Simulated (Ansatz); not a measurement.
What tensor shear ε_yz = −1.53 % does to Cu

Base system: Cu in the fcc (Cu type) structure (space group Fm-3m, No. 225; a = 3.563 Å; relaxed with 0.1 eV smearing). Axes: x, y, z lie along the cube axes.

It is then changed as follows: tensor shear ε_yz = −1.53 % (engineering shear γ = -0.0306), atoms relaxed at fixed cell.

Calculations: PBEsol (Ansatz, an electronic-structure program), no spin-orbit coupling, earlier PAW set. Settings: 32×32×32 k-points, 0.1 eV Fermi–Dirac smearing.

| quantity | base | changed | shift |
|---|---|---|---|
| volume per atom | 11.31 Å³ | 11.31 Å³ | 0.00 Å³ |
| space group | Fm-3m (No. 225) | Immm (No. 71) | – |
| shortest interatomic distance | 2.520 Å | 2.481 Å | -0.039 Å |
| energy relative to the base (free energy F) | 0 meV/atom | +3.1 meV/atom | +3.1 meV/atom |
| pressure (mean of the normal stresses, compression positive) | 0.0 GPa | 0.2 GPa | +0.2 GPa |
| band gap | zero | zero | – |
| stress (xx, yy, zz, yz, xz, xy; compression positive) | – | (-0.1, 0.3, 0.3, 2.9, 0.0, 0.0) GPa | – |

Cost of the whole job for the changed cell (relaxation, final SCF and bands): about 70 core-seconds (a rough figure).

The cells carry an imposed strain or load. Whether these cells are dynamically stable was not tested. The final runs are not spin-polarised.
